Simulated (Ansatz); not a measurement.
**Ga2O3: strain along the normal**

Ga2O3 (corundum, R-3c, 9.411 Å³/atom at rest, c along z) under an equal strain ε in the (0001) plane with the normal axis free, as in a coherent film. LDA in Ansatz, a plane-wave DFT program (PAW, default set), 420 eV, 8×8×8 Γ-centred mesh, Fermi-Dirac smearing 0.05 eV; ions are relaxed within the symmetry of each cell.

Here s stands for strain and y for normal strain.

| strain (%) | normal strain (%) |
|---|---|
| -1.50 | 1.20 |
| -0.75 | 0.59 |
| 0.00 | 0.00 |
| 0.75 | -0.58 |
| 1.50 | -1.15 |
| 3.00 | ? |

Problem. Using a straight line, estimate the missing y at s = 3.00 from the other rows, showing the fit.

Solution. Means: s 0, y 0.012. About the means, the sum of products is -4.4025 and the sum of squares of s is 5.6250; the slope is their ratio. Least squares gives y = 0.012 - 0.7827·s. Residuals (row less fit): 0.014, -0.009, -0.012, -0.005, 0.012; standard error 0.014 (degrees of freedom: 3). The slope, -0.78 ± 0.01, is the elastic response of the normal axis, −2C13/C33. At the withheld row, y = 0.012 - 0.7827 × 3.00 = -2.336%. The calculation gives -2.23%, 0.106% above the prediction (3.1 % of the range of y in the table). The row lies outside the fitted rows, so this is an extrapolation. From the scatter of the fitted rows alone, a prediction at this place has a standard error of 0.023%, so the miss is 4.6 times that.

One order more, fitted to all 9 runs of the series, follows each within 0.01, so the miss is the next term of a smooth law. Ga2O3 is here the metastable α form; monoclinic β is stable. Rows are the converged runs of the series near zero and its far end; series whose fitted rows scatter by over a few per cent of the range, as at a crossing or softening among them, aren't shown in this form. Most that stay on the fit to the last digits aren't either.
